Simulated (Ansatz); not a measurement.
SiC: strain along the normal

SiC (wurtzite, P6_3mc, 10.340 Å³/atom at rest, c along z) under an equal strain ε in the (0001) plane with the normal axis free, as in a coherent film. PBEsol in Ansatz, a plane-wave DFT program (PAW, default set), 420 eV, 12×12×7 Γ-centred mesh, Fermi-Dirac smearing 0.05 eV; ions are relaxed within the symmetry of each cell.

Here s stands for strain and y for normal strain.

```
strain (%)  normal strain (%)
----------  -----------------
-1.20                    0.26
-0.60                    0.13
0.00                     0.00
0.60                    -0.13
1.20                    -0.25
3.00                        ?
```

Question: Using a straight line, estimate the missing y at s = 3.00 from the other rows, showing the fit.

Answer: Means: s 0, y 0.002. About the means, the sum of products is -0.76800 and the sum of squares of s is 3.6000; the slope is their ratio. Least squares gives y = 0.002 - 0.2133·s. Residuals (row less fit): 0.002, 0.000, -0.002, -0.004, 0.004; standard error 0.004 (degrees of freedom: 3). The slope, -0.21 ± 0.00, is the elastic response of the normal axis, −2C13/C33. At the withheld row, y = 0.002 - 0.2133 × 3.0 = -0.638%. The calculation gives -0.59%, 0.048% above the prediction (5.6 % of the range of y in the table). The row lies outside the fitted rows, so this is an extrapolation. The fitted rows scatter only by rounding.

One order more, fitted to all 11 runs of the series, follows each within 0.01, so the miss is the next term of a smooth law. SiC is here the rare 2H polytype. Rows are the converged runs of the series near zero and its far end; series whose fitted rows scatter by over a few per cent of the range, as at a crossing or softening among them, aren't shown in this form. Most that stay on the fit to the last digits aren't either.
